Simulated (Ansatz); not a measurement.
# Pt, pressure series

Start from Pt in the fcc (Cu type) structure (space group Fm-3m, No. 225).

```
CELL_PARAMETERS angstrom
      0.00000     1.95907     1.95907
      1.95907     0.00000     1.95907
      1.95907     1.95907     0.00000
ATOMIC_POSITIONS crystal
  Pt 0.00000 0.00000 0.00000
```

Cell and atoms are relaxed at each pressure.

The values are results of DFT with PBEsol, PAW potentials and a 420 eV plane-wave cutoff in Ansatz (an electronic-structure program), scalar-relativistic without spin-orbit coupling, earlier PAW set, not measurements.

Notes on the quantities. enthalpy: H = E + PV relative to the base's energy.

```
variant           volume per atom       enthalpy
----------------  ---------------  -------------
base                     15.04 Å³              –
pressure −2 GPa          15.15 Å³  -0.19 eV/atom
pressure −1 GPa          15.09 Å³  -0.09 eV/atom
pressure 3 GPa           14.89 Å³  +0.28 eV/atom
pressure 7 GPa           14.70 Å³  +0.65 eV/atom
pressure 15 GPa                 …  +1.37 eV/atom
pressure 30 GPa          13.83 Å³  +2.69 eV/atom
pressure 50 GPa          13.27 Å³  +4.38 eV/atom
pressure 75 GPa          12.72 Å³  +6.41 eV/atom
pressure 100 GPa         12.27 Å³  +8.36 eV/atom
```

Q: Fill in the withheld entries from the trend.

A: 
- pressure 15 GPa, volume per atom: 14.36 Å³

Load acts through the strain it causes; cell and atoms are relaxed under it. No phonon test of stability was made. No other phases were tried under pressure. All final runs are without spin polarisation.
